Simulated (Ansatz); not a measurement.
Consider the following.

```
CELL_PARAMETERS angstrom
     -1.87661     1.87661     4.79215
      1.87661    -1.87661     4.79215
      1.87661     1.87661    -4.79215
ATOMIC_POSITIONS crystal
  Ti 0.75000 0.25000 0.50000
  Ti 0.00000 0.00000 0.00000
  O  0.54224 0.04224 0.50000
  O  0.79224 0.79224 0.00000
  O  0.20776 0.20776 0.00000
  O  0.95776 0.45776 0.50000
```

No spin polarisation.

Computed with Ansatz (an electronic-structure program) PBE, no spin-orbit coupling. Γ-centred 12×12×12 mesh, Fermi–Dirac width 0.05 eV.

Q: Predict the width of the top valence band.

A: 0.86 eV.

Q: Predict the gap character.

A: Indirect, Γ–X (87 % along) → Γ.

Q: Estimate the band gap.

A: 2.17 eV.

The cells carry an imposed strain or load. Whether these cells are dynamically stable was not tested. All final runs are without spin polarisation. The cell was made from TiO$_{2}$ in the anatase structure (space group I4_1/amd, No. 141) by this change: isotropic strain −1.20 %.
